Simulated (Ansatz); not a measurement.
The reference is PbS in the rock salt structure (space group Fm-3m, No. 225; a = 5.845 Å).

Method: plane-wave PAW DFT at the LDA level (Ansatz, a program for electronic structure, 420 eV), scalar-relativistic without spin-orbit coupling.

Base values:

The pressure is 0.00 GPa.

Modification: the cell is scaled by 0.9800 in all directions; the atoms relax in the strained cell.

Predict the new pressure.

The pressure goes from zero to 4.43 GPa.

How does this affect the energy relative to the base?

The energy goes up by 19 meV/atom.

No phonon test of stability was made.
